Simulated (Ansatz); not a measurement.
Start from CdSe in the zinc blende structure (space group F-43m, No. 216; a = 6.196 Å).

Calculations: DFT with PBE, PAW potentials and a 420 eV plane-wave cutoff in Ansatz (an electronic-structure program), scalar-relativistic without spin-orbit coupling.

One thing is altered: an isotropic linear strain of −1.00 %, atoms relaxed at fixed cell.

### Question
Predict the new mean gap deformation potential ΔEg/Δln V.

### Answer
The mean gap deformation potential ΔEg/Δln V comes out as -2.1 eV.

### Question
Estimate the effect on the energy relative to the base.

### Answer
The energy rises by 3.8 meV/atom.

Stability against distortions was not tested.
